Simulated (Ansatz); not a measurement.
Data:

A slab with vacuum along the third vector:

```yaml
crystal:
  lattice:
    - [4.23865, 0.00000, 0.00000]
    - [-2.11932, 3.67078, 0.00000]
    - [0.00000, 0.00000, 26.50000]
  atoms:
    - { symbol: V, position: [0.33333, 0.66667, 0.31573] }
    - { symbol: V, position: [0.66667, 0.33333, 0.34243] }
    - { symbol: V, position: [0.00000, 0.00000, 0.36801] }
    - { symbol: V, position: [0.33333, 0.66667, 0.40297] }
    - { symbol: V, position: [0.66667, 0.33333, 0.43568] }
    - { symbol: V, position: [0.00000, 0.00000, 0.46793] }
    - { symbol: V, position: [0.33333, 0.66667, 0.50000] }
    - { symbol: V, position: [0.66667, 0.33333, 0.53207] }
    - { symbol: V, position: [0.00000, 0.00000, 0.56432] }
    - { symbol: V, position: [0.33333, 0.66667, 0.59703] }
    - { symbol: V, position: [0.66667, 0.33333, 0.63199] }
    - { symbol: V, position: [0.00000, 0.00000, 0.65757] }
    - { symbol: V, position: [0.33333, 0.66667, 0.68427] }
```

Model: 13-atom slab, 10.4 Å thick at the start (thin: gaps and levels are the slab's own), 10x10x1 mesh, Fermi-Dirac 0.1 eV, dipole correction, all atoms relaxed; symmetry of the start imposed; no spin, no spin-orbit, no U.

Task: What work function of the top face does Ansatz (a quantum-chemistry and plane-wave program) with PBE give?

Result: 3.82 eV

Task: Estimate the surface energy (mean of both faces) that PBE returns for this input.

Result: 169 meV/Å²
